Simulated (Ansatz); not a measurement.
Consider Ca in the fcc (Cu type) structure (space group Fm-3m, No. 225; a = 5.456 Å; relaxed with 0.1 eV smearing). Axes: x, y, z lie along the cube axes.

Level of theory: PBEsol (Ansatz, a quantum-chemistry and plane-wave program), without spin-orbit coupling.

Modification: tensile biaxial strain of 1.25 % in the plane normal to [111], as in epitaxy on a mismatched substrate; the out-of-plane cell vector and the atoms relax.

Question: Predict the new energy relative to the base, in-plane stress and ratio −ε⊥/ε∥.

Answer: The energy goes up by 1.7 meV/atom; the mean in-plane stress (compression positive) amounts to -0.5 GPa; the ratio −ε⊥/ε∥ amounts to 0.37.

Whether these cells are dynamically stable was not tested.
